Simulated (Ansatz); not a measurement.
Where the default PAW files enter, the runs use the earlier of Ansatz's two default sets.

Given:

```xyz
2
Lattice="2.9656 0.0000 0.0000 0.0000 2.9656 0.0000 1.4828 -1.4828 2.0970" Properties=species:S:1:pos:R:3 pbc="T T T"
Mg     0.0000     0.0000     0.0000
O      1.4828     1.4828     0.0000
```

Space group of this cell: Fm-3m, rock salt. The cell is taken as given; by r2SCAN its mean pressure is 1.7 GPa.

These are r2SCAN (plane waves, PAW; Ansatz, a first-principles code) values and carry that method's errors.

The current runs along the normal of the first two printed vectors; no spin-orbit coupling. Scaled by the factor s: the length along the current (ions clamped). Meshes 14×14×14 and 10×10 across the current in all rows.

```json
[
 {"s": "0.97", "mean pressure (GPa)": "7.6", "band gap (eV)": "6.07"},
 {"s": "1.00", "mean pressure (GPa)": "1.7", "band gap (eV)": "5.78"},
 {"s": "1.03", "mean pressure (GPa)": "-2.9", "band gap (eV)": "?"}
]
```

Take the slope of the band gap against ln s from the two given rows, extrapolate to s = 1.03, and say what the run there gives.

Slope = (6.07 − 5.78) / ln 0.97 = -9.52 eV. The line gives 5.78 + (-9.52) × ln 1.03 = 5.50 eV. The run gives 5.43 eV, 0.07 eV under the line, 24 % of the predicted step.
